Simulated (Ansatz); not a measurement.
Consider CeO$_{2}$ in the fluorite structure (space group Fm-3m, No. 225).

```
CeO2
1.0
    0.00000     2.73214     2.73214
    2.73214     0.00000     2.73214
    2.73214     2.73214     0.00000
Ce O
1 2
Direct
  0.00000   0.00000   0.00000
  0.25000   0.25000   0.25000
  0.75000   0.75000   0.75000
```

All numbers come from Ansatz (a quantum-chemistry and plane-wave program) PBE, no spin-orbit coupling.

| level | band gap | lattice parameter a |
|---|---|---|
| PBE | 1.89 eV | 5.464 Å |

Measured: band gap 3 eV (temperature not stated; as listed in Fabien Tran et al., Journal of Applied Physics (2019)); lattice parameter a 5.391 Å (0 K or low temperature; as listed in Stimac, Jared C., Goldman, Nir, arXiv (2024)).

Computed minus measured — band gap: PBE -1.11 eV; lattice parameter a: PBE +1.4 %. Measured values not marked as corrected hold thermal and zero-point effects that the static-lattice runs lack. A measured gap can be an optical one, lowered by exciton binding. Levels without spin-orbit coupling miss its effect on the gap.

No phonon test of stability was made. Starting moments died away, wholly or in part, for the base; another magnetic solution may exist. All final runs are without spin polarisation.
